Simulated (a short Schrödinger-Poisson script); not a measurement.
System: gated Al0.3Ga0.7As/GaAs modulation-doped gas in a quantum well, at 77 K.

| layer | material | thickness (nm) | Nd (cm⁻³) | Na (cm⁻³) |
|---|---|---|---|---|
| 1 | Al0.3Ga0.7As | 15 | - | - |
| 2 | Al0.3Ga0.7As | 10 | 1.5e18 | - |
| 3 | Al0.3Ga0.7As | 40 | - | - |
| 4 | GaAs | 20 | - | - |
| 5 | Al0.3Ga0.7As | 4000 | - | 1e14 |

The device is made up for the run: typed textbook-type constants, with dimensions and the other settings drawn at random. Al0.3Ga0.7As: permittivity 12.05, conduction-band edge (eV) 0.237, gap (eV) 1.798, electron mass (mₑ) 0.0919, Nv at 300 K (cm⁻³) 9e18. GaAs: permittivity 12.9, conduction-band edge (eV) 0, gap (eV) 1.424, Nv at 300 K (cm⁻³) 9e18.

Channel valleys (confinement mass, in-plane density-of-states mass, number): Γ 0.067, 0.067, 1. At the gate the conduction-band edge of layer 1 lies 0.99 eV − eVg above the Fermi level of the channel; the field vanishes at the back. Donor level 0.05 eV below the band edge. The barrier under the gate holds no holes. Gaps are held at their typed values at every temperature. Mesh 0.08 nm at interfaces.

Solved with a short Schrödinger-Poisson script written for these runs: 1D Poisson equation in equilibrium, electrons quantum, Hartree (BenDaniel-Duke, 40 states a valley, the channel's in-plane mass for all, wave functions free to enter the barrier), parabolic valleys, classical holes, donors ionised by Fermi statistics, acceptors fully, no traps, pinning or gate leakage.

### Question
List the lowest subbands of each valley and their electrons at Vg = 0.5 V.

### Answer
| valley | subband | energy from the Fermi level (meV) | electrons (cm⁻²) | share (%) |
|---|---|---|---|---|
| Γ | 0 | -0.2 | 1.32e11 | 98.5 |
| Γ | 1 | 29.8 | 2.06e9 | 1.5 |
| Γ | 2 | 79.1 | 1240000 | 0.0 |

All electrons: 1.34e11 cm⁻².
